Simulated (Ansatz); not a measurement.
Data:

End structure of a constructed model of the (111) surface of fcc Ag, a layer of Os in place of the second plane (bottom of the slab: a bare face, its two planes held):

```
CELL_PARAMETERS angstrom
      2.93338     0.00000     0.00000
     -1.46669     2.54038     0.00000
      0.00000     0.00000    28.00000
ATOMIC_POSITIONS crystal
  Ag 0.33333 0.66667 0.28637
  Ag 0.66667 0.33333 0.37191
  Ag 0.00000 0.00000 0.45749
  Ag 0.33333 0.66667 0.54259
  Os 0.66667 0.33333 0.62425
  Ag 0.00000 0.00000 0.70583
```

Slab: 6 atoms, 12.0 Å thick at the start with caps and adatoms (thin: gaps and levels are the slab's own); k 15x15x1, smearing 0.1 eV, dipole-corrected; 2 atoms held, the rest relaxed; symmetry of the start imposed; no spin, no spin-orbit, no U. In PBE it lies 0.16 eV a 1x1 cell over the lowest computed structure of the same composition (a layer of Os in place of the third plane).

Problem. Give the work function of the top face at the level PBE in Ansatz (an electronic-structure program).

Solution. 4.59 eV
